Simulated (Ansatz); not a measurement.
Worked calculations on one periodic cell of amorphous Hf$_{14}$O$_{34}$La$_{4}$: Hf14O34La4, 52 atoms, volume 707.8 Å³, made by a melt-quench on the CHGNet potential and relaxed with DFT. O atoms were pushed apart under 1.9 Å during the dynamics, to hinder bonds among them. It is a model cell: composition and starting density were chosen by hand, and all elements were melted together. Cycles of charging were run to anneal it. All values below come from PBE, scalar-relativistic without spin-orbit coupling (plane waves to 420 eV, PAW; Ansatz, an electronic-structure program). Sampling: a 2×2×2 Γ-centred mesh; Fermi-Dirac width 0.02 eV; no spin polarisation. Its volume was relaxed, its shape was held as a cube, and it stands at a mean pressure of -0.1 GPa with stress components up to 2.8 GPa; the relaxation ran on the zone centre alone. Its density went from a set 8.41 to 8.44 g/cm³. The cell is small and was quenched far faster than a real film, so it is one sample of the glass.

Question: Count formal charges (Hf +4, O -2, La +3). What does the count lead one to expect at the Fermi level, and what does the calculation give?

Answer: 14 × (+4) + 34 × (-2) + 4 × (+3) = 0. The charges balance, so the anion-derived valence states can be full and a gap can open. On this mesh the highest filled and lowest empty level lie 3.87 eV apart, the PBE gap of this cell.

Four energies for an added electron at PBE on the zone centre alone (charged cells in a uniform background, spin-polarised): neutral at the neutral geometry -264480.776 eV; charged at the neutral geometry -264465.435 eV; charged and relaxed -264465.888 eV; neutral at the charged geometry -264480.187 eV.

Question: Find the two relaxation energies and their sum, the reorganisation energy.

Answer: On charging: -264465.435 − (-264465.888) = 0.453 eV. On discharging: -264480.187 − (-264480.776) = 0.589 eV. The sum is 1.042 eV. The carrier's level spreads over 13 of the 52 atoms' worth, so it counts as partly localised, most on one La atom with neighbours O 2.37 Å, O 2.41 Å, O 2.44 Å, O 2.55 Å, O 2.60 Å, O 2.68 Å, O 2.74 Å, O 2.95 Å (neutral geometry). The values are uncorrected: the image energy of a point charge in this cell, 2.84 × 14.40 / (2 × 8.9) = 2.3 eV before screening, is screened by electrons alone at the fixed geometry and by ions too after relaxing, and the carrier can be spread before it relaxes, so each term can be off by up to that value times 1/ε∞, some tenths of an eV. PBE's self-interaction favours spread-out carriers, so a hybrid can localise more.

Four energies for a hole at PBE on the zone centre alone (charged cells in a uniform background, spin-polarised): neutral at the neutral geometry -264480.776 eV; charged at the neutral geometry -264492.164 eV; charged and relaxed -264492.417 eV; neutral at the charged geometry -264479.905 eV.

Question: Find the two relaxation energies and their sum, the reorganisation energy.

Answer: On charging: -264492.164 − (-264492.417) = 0.253 eV. On discharging: -264479.905 − (-264480.776) = 0.871 eV. The sum is 1.124 eV. The carrier's level spreads over 3 of the 52 atoms' worth, so it counts as localised, most on one O atom with neighbours Hf 2.02 Å, Hf 2.05 Å, Hf 2.52 Å (neutral geometry). The values are uncorrected: the image energy of a point charge in this cell, 2.84 × 14.40 / (2 × 8.9) = 2.3 eV before screening, is screened by electrons alone at the fixed geometry and by ions too after relaxing, and the carrier can be spread before it relaxes, so each term can be off by up to that value times 1/ε∞, some tenths of an eV. PBE's self-interaction favours spread-out carriers, so a hybrid can localise more.
